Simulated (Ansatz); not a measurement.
Fluorite CoSi2 was calculated with revPBE in Ansatz (plane waves, PAW).

Run with plane-wave cutoff 520 eV, 18×18×18 k mesh, Fermi–Dirac smearing 0.05 eV, no spin polarisation, scalar-relativistic PAW data made under PBE.

Computed at the level's own relaxed cell.

Predict the volume per atom, bulk modulus B0, equilibrium lattice constant a and pressure derivative B′ of the bulk modulus.


* **volume per atom**: 12.99 Å³/atom
* **bulk modulus B0**: 173 GPa
* **equilibrium lattice constant a**: 5.382 Å
* **pressure derivative B′ of the bulk modulus**: 4.6

The run finds no gap.

Measured, for comparison: equilibrium volume per atom 12.87 Å³/atom, lattice constant a 5.365 Å (room temperature, not corrected to a static lattice; as tabulated in Hegde and Bowen (2014), arXiv:1405.1317). Computed (rounded) less measured: equilibrium volume per atom +0.9 %, lattice constant a +0.3 %.

Cost on a shared machine: roughly 2.0 core-minutes.

Ansatz is a quantum-chemistry and plane-wave program.
